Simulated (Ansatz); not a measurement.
**Effect of Rb → Li on Rb**

The parent structure is Rb in the bcc (W type) structure (space group Im-3m, No. 229; a = 5.671 Å).

One thing is altered: full substitution Rb → Li, then cell and atoms are relaxed.

Computed with PBE, PAW, 420 eV (Ansatz, a quantum-chemistry and plane-wave program; no spin-orbit coupling), earlier PAW set. k-mesh 19×19×19 (Γ-centred); smearing 0.05 eV (Fermi–Dirac), for the changed cell.

```json
{
 "density": "0.57 g/cm³ (base 1.56 g/cm³)",
 "space_group": "Im-3m (No. 229) (base Im-3m (No. 229))",
 "band_gap": "zero (base zero)"
}
```

No phonon test of stability was made. All final runs are without spin polarisation.
